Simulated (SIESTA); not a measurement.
SIESTA run on BN (F-43m, 2 atoms in the cell): self-consistent single point.

Method of the run: GGA PBE, numerical atomic orbitals DZP, PseudoDojo PBE standard norm-conserving potentials (rewritten from UPF to PSML) (SIESTA).

The change in words: lattice scaled by 0.98. Reference geometry:
```xyz
2
Lattice="0.0000 1.7925 1.7925 1.7925 0.0000 1.7925 1.7925 1.7925 0.0000" Properties=species:S:1:pos:R:3 pbc="T T T"
B      0.0000     0.0000     0.0000
N      2.6888     2.6888     2.6888
```

Reference input (self-consistent single point, DFT, GGA PBE, numerical atomic orbitals DZP, PseudoDojo PBE standard norm-conserving potentials (rewritten from UPF to PSML)): XC.functional = GGA; XC.authors = PBE; potentials = PseudoDojo PBE standard; PAO.BasisSize = DZP; PAO.EnergyShift = 0.005 Ry; MeshCutoff = 400 Ry; kgrid.MonkhorstPack = 13 13 13; OccupationFunction = FD; ElectronicTemperature = 10 K; MaxSCFIterations = 150; SCF.Mixer.Method = Pulay; SCF.Mixer.Weight = 0.1. This run's input differs from it in these lines:

```diff
@@ -12,5 +12,5 @@
 %block LatticeVectors
-     0.000000000    1.792513000    1.792513000
-     1.792513000    0.000000000    1.792513000
-     1.792513000    1.792513000    0.000000000
+     0.000000000    1.756663000    1.756663000
+     1.756663000    0.000000000    1.756663000
+     1.756663000    1.756663000    0.000000000
 %endblock LatticeVectors
```

Output, abridged:

```
        iscf     Eharris(eV)        E_KS(eV)     FreeEng(eV)     dDmax    Ef(eV) dHmax(eV)
   scf:    1     -353.786968     -363.724304     -363.724304  1.701735 -5.166643  4.060722
   scf:    2     -364.184565     -363.962998     -363.962998  0.086533 -4.992160  3.221323
   scf:    3     -364.411533     -364.312475     -364.312475  0.294844 -4.307047  0.375693
   scf:    4     -364.330612     -364.325518     -364.325518  0.127247 -4.021413  0.129810
   scf:    5     -364.327634     -364.326708     -364.326708  0.032244 -4.102321  0.005967
   scf:    6     -364.326707     -364.326709     -364.326709  0.001264 -4.104567  0.007225
   scf:    7     -364.326712     -364.326711     -364.326711  0.000682 -4.106574  0.000105
   scf:    8     -364.326711     -364.326711     -364.326711  0.000035 -4.106593  0.000662
SCF Convergence by DM+H criterion
max |DM_out - DM_in|         :     0.0000348219
max |H_out - H_in|      (eV) :     0.0006620884
SCF cycle converged after 8 iterations

Using DM_out to compute the final energy and forces

siesta: E_KS(eV) =             -364.3267

siesta: E_KS - E_eggbox =      -364.3267

siesta: Atomic forces (eV/Ang):
     1    0.000027    0.000027    0.000027
     2   -0.000027   -0.000027   -0.000027
   Tot   -0.000000   -0.000000   -0.000000
   Max    0.000027
   Res    0.000027    sqrt( Sum f_i^2 / 3N )
   Max    0.000027    constrained

Stress tensor Voigt[x,y,z,yz,xz,xy] (kbar):     -442.62     -442.62     -442.62       -0.00       -0.00       -0.00
(Free)E + p*V (eV/cell)     -361.3316
Target enthalpy (eV/cell)     -364.3267

siesta: Program's energy decomposition (eV):
siesta: FreeEng =      -364.326711

   [... lines left out ...]
siesta:    -0.276259   -0.000000   -0.000000
siesta:    -0.000000   -0.276259   -0.000000
siesta:    -0.000000   -0.000000   -0.276259

siesta: Cell volume =         10.841649 Ang**3

siesta: Pressure (static):
siesta:                Solid            Molecule  Units
siesta:           0.00300884          0.00300891  Ry/Bohr**3
siesta:           0.27625917          0.27626570  eV/Ang**3
siesta:         442.61598239        442.62645595  kBar
```

The run converged in 8 iterations. Against the reference run the free energy goes up by 61.0 meV/atom, the pressure goes from 14.93 to 44.26 GPa and the gap on the mesh goes from 4.664 to 4.746 eV.

The starting cell comes from a database of computed structures (which also holds hypothetical and non-ambient phases and stackings), without a prior relaxation at this level. Its lattice was rescaled by a random factor within 2.5 % of one. For this run, on top of that: lattice scaled by 0.98. Values carry the incompleteness of an atom-centred basis. With a pressure of about 44 GPa the cell is away from its equilibrium volume at this level.

Cost on one core of a shared machine: roughly 50 s.
